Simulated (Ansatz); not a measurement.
Base system: SiO2 in the CdI2 type structure (space group P-3m1, No. 164; a = 2.670 Å, c = 4.542 Å; a hypothetical phase, not in the database extracts checked; layered, stacked along the Cartesian z axis).

Method: r2SCAN+rVV10 (Ansatz, a program for electronic structure), no SOC.

Base values:

The volume per atom is 9.35 Å³ and the smallest direct gap is 7.49 eV.

Modification: cell and atoms relaxed at a pressure of 75 GPa.

Question: What does the calculation give for the volume per atom after the change?

Answer: The volume per atom drops by 2.67 Å³ to 6.68 Å³.

Question: How does this affect the smallest direct gap?

Answer: The smallest direct gap grows by 1.178 eV to 8.66 eV.

Load acts through the strain it causes; cell and atoms are relaxed under it. No phonon test of stability was made. Competing high-pressure phases were not computed.
